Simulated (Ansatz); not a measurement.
Ge2Sb2Te5 (Cm, No. 8, 9 atoms in the cell; start mp-1224407)

These are PBEsol (PAW; Ansatz, a first-principles code) values and carry that method's errors.

Settings: plane-wave cutoff 520 eV, 8×8×6 k mesh (along the axes of the cell as run), Fermi–Dirac smearing 0.01 eV, scalar-relativistic PAW data made under PBE.

Cell (relaxed with PBEsol):

```xyz
9
Lattice="6.7272 -2.9994 -0.0357 6.7272 2.9994 -0.0357 -6.7549 0.0000 6.7175" Properties=species:S:1:pos:R:3 pbc="T T T"
Ge     6.6091     0.0000     0.0032
Ge     2.4586     0.0000     1.2996
Sb    -1.3928     0.0000     2.8603
Sb     8.1026     0.0000     3.8398
Te     1.4670     0.0000     4.0120
Te    -2.6427     0.0000     5.4638
Te     0.0432     0.0000    -0.0096
Te     9.4624     0.0000     1.1994
Te     5.4049     0.0000     2.5547
```

```
Quantity                                       Value
-------------------------------------------  -------
band gap                                     0.10 eV
smallest direct gap on the k points sampled  0.21 eV
Γ–Γ gap                                      1.43 eV
```

Spin–orbit coupling is not included; it can close the smallest gap of 0.10 eV.

Computing time: very roughly 5 core-minutes.

A start named mp-… is a Materials Project structure, which need not be a measured phase.
